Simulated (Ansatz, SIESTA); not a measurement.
A SIESTA input for a self-consistent single point of PNO (I2_12_12_1, 6 atoms in the cell) (DFT, LDA PW92, numerical atomic orbitals DZP, PseudoDojo LDA standard norm-conserving potentials (rewritten from UPF to PSML)):

```
# files in the folder: P.psml N.psml O.psml (PseudoDojo LDA standard)
SystemName  PNO
SystemLabel PNO

NumberOfAtoms                6
NumberOfSpecies              3
%block ChemicalSpeciesLabel
  1 15 P
  2 7 N
  3 8 O
%endblock ChemicalSpeciesLabel
LatticeConstant              1.0 Ang
%block LatticeVectors
    -2.223785000    2.388565000    3.502185000
     2.223785000   -2.388565000    3.502185000
     2.223785000    2.388565000   -3.502185000
%endblock LatticeVectors
AtomicCoordinatesFormat      Fractional
%block AtomicCoordinatesAndAtomicSpecies
     0.610830000    0.860830000    0.750000000  1
     0.889170000    0.639170000    0.250000000  1
     0.750000000    0.892040000    0.142040000  2
     0.250000000    0.607960000    0.357960000  2
     0.872880000    0.750000000    0.622880000  3
     0.627120000    0.250000000    0.877120000  3
%endblock AtomicCoordinatesAndAtomicSpecies

XC.functional                LDA
XC.authors                   PW92
PAO.BasisSize                DZP
PAO.EnergyShift              0.005 Ry
MeshCutoff                   350 Ry
%block kgrid.MonkhorstPack
    5   0   0  0.0
    0   5   0  0.0
    0   0   5  0.0
%endblock kgrid.MonkhorstPack
OccupationFunction           FD
ElectronicTemperature        10 K

MaxSCFIterations             150
SCF.Mixer.Method             Pulay
SCF.Mixer.Weight             0.1
SCF.Mixer.History            6
SCF.DM.Tolerance             1.0E-04
Diag.ParallelOverK           true
WriteForces                  true
```

Q: Give the Ansatz (an electronic-structure program) input for the same structure, mesh, smearing and functional.

A: This is the input that was run; spellings and numerical settings could be chosen otherwise.

Ansatz 0.2 input:
```yaml
crystal:
  lattice:
    - [-2.223785, 2.388565, 3.502185]
    - [2.223785, -2.388565, 3.502185]
    - [2.223785, 2.388565, -3.502185]
  atoms:
    - { symbol: P, position_ang: [2.223785, 1.194282, 2.527387] }
    - { symbol: P, position_ang: [0.000000, 1.194282, 4.476983] }
    - { symbol: N, position_ang: [0.631733, -0.000000, 5.253277] }
    - { symbol: N, position_ang: [1.592052, 0.000000, 1.751092] }
    - { symbol: O, position_ang: [1.111892, 1.781296, 3.502185] }
    - { symbol: O, position_ang: [1.111892, 2.995834, -0.000000] }
kpoints:
  mp_grid: { grid: [5, 5, 5] }
hamiltonian:
  xc: lda
  pseudopotentials: { kind: paw }
scf:
  occupations: { method: fixed }
output:
  forces: true
  eigenvalues: true
  stress: true
```

Basis, cutoffs, solver keys and any potentials are the target program's own. This input uses DFT, LDA (PW92), plane waves, default PAW files made with PBE. LDA parametrisations can differ slightly between programs.

The starting cell comes from a database of computed structures (which also holds hypothetical and non-ambient phases and stackings), without a prior relaxation at this level.
